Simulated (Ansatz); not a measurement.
For Si₃P₄ (model structure, started from the Th3P4-type type, I-43d, No. 220, 14 atoms in the cell), LDA (Ansatz, a first-principles code, plane waves, PAW) gives:

| Quantity | Result |
|---|---|
| equilibrium lattice constant a | 7.914 Å |
| cohesive energy | 4.77 eV/atom |

What does r²SCAN+rVV10 (Ansatz, PAW) give for the same quantities?


- lattice constant a: 8.057 Å (grows by 1.8 %)
- cohesive energy: 4.08 eV/atom (decreases by 0.69 eV/atom)

Changes are worked out from the printed values.

Unless a cell is named, each level is at its own relaxed cell (LDA 17.70, r²SCAN+rVV10 18.68 Å³/atom).

Ansatz's density-functional and Hartree–Fock values are scalar-relativistic unless marked +SOC, with PAW data made under PBE.

A model structure was made by putting elements into a prototype or built by hand; it is no filed structure, need not be a known phase, and can be a saddle point held by its symmetry.
